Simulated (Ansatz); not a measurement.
The starting structures come from a database of crystals and need not be the phases stable at ambient conditions.

Tunnelling through a barrier is set by its complex band structure: the current falls as exp(−2κd) with the smallest κ.

```
CELL_PARAMETERS angstrom
      9.28524     0.00000     0.00000
     -3.42116     9.14301     0.00000
     -1.71058     4.57150     2.81808
ATOMIC_POSITIONS crystal
  K  0.37429 0.79143 0.00000
  K  0.62571 0.20857 0.00000
  K  0.84409 0.61470 0.00000
  K  0.15591 0.38530 0.00000
  Zn 0.00000 0.00000 0.00000
  P  0.74737 0.91579 0.00000
  P  0.25263 0.08421 0.00000
```

Space group of this cell: R-3m. The cell is taken as given.

Transport runs along the normal of the first two printed cell vectors, the (110) plane of the conventional cell.

The gap is the functional's own, uncorrected, and κ follows it; spin-orbit coupling is left out. Mid-gap values are interpolated between the computed energies.

**Question.** State the band gap and the smallest decay constant κ at mid-gap according to r2SCAN (Ansatz, a program for electronic structure).

**Answer.** Gap 1.33 eV on a 10×10×10 mesh; κ = 0.200 1/Å, at the zone centre.
